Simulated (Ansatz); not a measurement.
Consider the following.

```
CELL_PARAMETERS angstrom
      3.00680     0.00000     0.00000
      0.00000     3.00680     0.00000
      0.00000     0.00000     3.00680
ATOMIC_POSITIONS crystal
  Al 0.50000 0.50000 0.50000
  Ru 0.00000 0.00000 0.00000
```

No spin polarisation.

Calculations: PBEsol (Ansatz, a first-principles code), no spin-orbit coupling. Γ-centred 19×19×19 mesh, Fermi–Dirac width 0.1 eV.

**Question.** What is the computed band gap?

**Answer.** Zero.

**Question.** Estimate the pressure.

**Answer.** -6.1 GPa.

The cells carry an imposed strain or load. Stability against distortions was not tested. The final runs are not spin-polarised. The cell was made from AlRu in the CsCl type structure (space group Pm-3m, No. 221) by this change: isotropic strain +1.00 %.
